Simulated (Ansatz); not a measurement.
TaAgO3 (Pm-3m, No. 221, 5 atoms in the cell; start mp-1187189), treated with HSE06 (PAW; Ansatz, a first-principles code).

Input:

Ansatz 0.2 input:
```yaml
crystal:
  lattice:
    - [3.9514507924, 0.0, 0.0]
    - [0.0, 3.9514507924, 0.0]
    - [0.0, 0.0, 3.9514507924]
  atoms:
    - { symbol: Ta, position: [0.0, 0.0, 0.0] }
    - { symbol: Ag, position: [0.5, 0.5, 0.5] }
    - { symbol: O, position: [0.0, 0.0, 0.5] }
    - { symbol: O, position: [0.5, 0.0, 0.0] }
    - { symbol: O, position: [0.0, 0.5, 0.0] }
basis:
  ecutwfc: 460
  ecutrho_ratio: 4
  xc_grid: 2
kpoints:
  mp_grid: { grid: [6, 6, 6] }
hamiltonian:
  xc: hse06
  dispersion: none
  pseudopotentials: { kind: paw }
scf:
  occupations: { method: fermi_dirac, width: 0.01 }
  convergence: { dr2_threshold: 0.0000000005 }
output:
  forces: true
  stress: true
  eigenvalues: true
```

How many irreducible k-points, plane waves at Γ does the program set up, and what pressure does the run end with?

20 irreducible k-points, 1357 plane waves at Γ; P = 1.02 GPa, so the cell is compressed on average and its volume would grow at this level.

From the output:

```
WARN output.stress: scf.exx.energy_threshold = 1e-6 eV is looser than the 5e-8 eV advised for a stress under a hybrid functional (1e-8 eV for each atom of the …
Crystal: 5 atoms, lattice volume = 61.698 Å³
Basis set: ecut = 460 eV, 1357 PW (Γ), exchange–correlation on 60×60×60 points (8 copies of the dense FFT grid, shifted against one another)
Bands: 30, of which v1, the nominal top of the filled ones, is band 25 counted from 1 (24 counted from 0)
Symmetry: 48 space group operations
Space group: Pm-3m (ITA 221), of the structure as read, at distance tolerance 4.0e-5 Å
k-points: 20 of 216
SCF iter   1: F=—  HF=-19227.501479 eV  |F-HF|=—  |Δ(HF+E_count)|=         —  Δρ=4.41e-3  dr2=1.19e-2
SCF iter   2: F=—  HF=-19227.499123 eV  |F-HF|=—  |Δ(HF+E_count)|=   2.36e-3  Δρ=1.12e-3  dr2=7.15e-4
  ...
Crystal: 5 atoms, lattice volume = 61.698 Å³
Initial density: handed on by an earlier stage of this run
Crystal: 5 atoms, lattice volume = 61.698 Å³
SCF iter   4: F=—  HF=-19230.979972 eV  |F-HF|=—  |Δ(HF+E_count)|=   1.60e-9  Δρ=1.94e-6  dr2=2.01e-9
SCF iter   5: F=-19230.979972 eV  HF=-19230.979972 eV  |F-HF|=0.00e0  |Δ(HF+E_count)|=  4.07e-10  Δρ=2.35e-7  dr2=3.71e-11
SCF 3 converged in 5 iterations: F = -19230.979972 eV  dr2 = 3.71e-11
Free energy (F): -19230.979972 eV
Internal energy: -19230.979972 eV  (E = F + TS)
E sigma→0 (E₀):  -19230.979972 eV
Fermi energy:    11.797920 eV
--- Forces (eV/Å), atoms counted from 1 ---
  atom   1  Ta    -0.00000000    -0.00000000    -0.00000000
  atom   2  Ag     0.00000000    -0.00000000     0.00000000
  atom   3  O      0.00000000    -0.00000000     0.00000000
  atom   4  O      0.00000000    -0.00000000    -0.00000000
  atom   5  O      0.00000000     0.00000000    -0.00000000
--- Stress (GPa, compression-positive) ---
        1.019718      -0.000000       0.000000
       -0.000000       1.019718       0.000000
       -0.000000       0.000000       1.019718
  P = ⅓ Tr σ = 1.0197 GPa (10.197 kbar)
```

The PAW data were made under PBE.

Note: cell and atoms aren't relaxed at this level (pressure 1.0 GPa).

A start named mp-… is a Materials Project structure, which need not be a measured phase.
